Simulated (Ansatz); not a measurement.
Several settings converged on a (001) slab of Ti3B4 (cut from a parent of space group no. 71; 14 atoms in the cell)

```
CELL_PARAMETERS angstrom
      3.02011     0.00000     0.00000
      0.00000     3.24352     0.00000
      0.00000     0.00000    25.89217
ATOMIC_POSITIONS crystal
  Ti 0.00000 0.50000 0.46593
  Ti 0.50000 0.00000 0.53407
  Ti 0.00000 0.00000 0.63186
  B  0.00000 0.50000 0.56236
  B  0.50000 0.00000 0.43765
  B  0.50000 0.50000 0.59793
  B  0.00000 0.00000 0.40207
  Ti 0.50000 0.00000 0.72965
  Ti 0.00000 0.50000 0.27035
  Ti 0.50000 0.50000 0.36814
  B  0.50000 0.00000 0.29863
  B  0.00000 0.50000 0.70137
  B  0.00000 0.00000 0.33421
  B  0.50000 0.50000 0.66579
```

Base method: PBEsol, default PAW files made with PBE (plane waves; Ansatz, a program for electronic structure).

Base settings: basis.ecutwfc = 30.9 Ry; kpoints.mp_grid.grid = 5 5 1; hamiltonian.xc = pbesol; hamiltonian.pseudopotentials = {kind: paw} (the program's default PAW files); scf.occupations.method = gaussian; scf.occupations.width = 0.0073 Ry.

The count of work is k-points × plane waves × bands × iterations; it is no time. 

**The vacuum**

The mesh stays at the base's, so the ladder's end is converged at best in this setting alone.

Only quantities that move along the ladder and can be compared are tabulated.

```csv
vacuum between outermost atoms (Å),free energy less the last step's (meV/atom),largest difference of a force vector from the last step's (eV/Å),count of work / last
3.0,-85.58,1.201,0.30
4.0,-41.81,0.735,0.38
5.0,-18.91,0.331,0.34
6.0,-7.27,0.137,0.36
7.0,-1.98,0.042,0.45
8.0,-0.47,0.004,0.47
10.0,-0.02,0.001,0.52
12.0,0.00,0.000,0.57
14.0,0.01,0.000,0.62
17.0,0.00,0.000,0.69
20.0,0.00,0.000,0.76
25.0,0.00,0.000,0.88
30.0,0.00,0.000,1.0
```

Smallest vacuum between outermost atoms (Å) that holds the forces within 0.005 eV/Å of the last step, with all finer ones: 8.0; the step before is off by 0.042 eV/Å.

Smallest vacuum between outermost atoms (Å) that holds the free energy within 1 meV/atom of the last step, with all finer ones: 8.0; the step before is off by 2.0 meV/atom.

**The plane-wave cutoff**

The mesh stays at the base's, so the ladder's end is converged at best in this setting alone.

Only quantities that move along the ladder and can be compared are tabulated.

| basis.ecutwfc | free energy less the last step's (meV/atom) | largest difference of a force vector from the last step's (eV/Å) | count of work / last |
|---|---|---|---|
| 15.4 Ry | 2001.70 | 0.733 | 0.14 |
| 18.4 Ry | 544.38 | 0.092 | 0.16 |
| 21.7 Ry | 103.95 | 0.103 | 0.19 |
| 26.1 Ry | 10.43 | 0.003 | 0.27 |
| 30.9 Ry | 1.48 | 0.001 | 0.35 |
| 37.1 Ry | 0.53 | 0.001 | 0.46 |
| 46.3 Ry | 0.26 | 0.000 | 0.65 |
| 61.7 Ry | 0.00 | 0.000 | 1.0 |

Coarsest basis.ecutwfc that holds the free energy within 2 meV/atom of the last step, with all finer ones: 30.9 Ry, at 0.35 of the last step's count of work; the step before is off by 10 meV/atom.

Coarsest basis.ecutwfc that holds the forces within 0.005 eV/Å of the last step, with all finer ones: 26.1 Ry, at 0.27 of the last step's count of work; the step before is off by 0.10 eV/Å.

On the base run: the starting cell comes from a database of computed structures (which also holds hypothetical and non-ambient phases and stackings), without a prior relaxation at this level. The slab is cut from that crystal, and its faces are unrelaxed. Its lattice was rescaled by up to half a per cent. Spin polarisation is off. Without a gap this mesh is coarse (it stands for a supercell whose shortest in-plane vector is 15 Å).

Left out of this page: 1 run of the series outside the window shown, repeating another row's setting, or not comparable.

Keys are those of Ansatz 0.2.
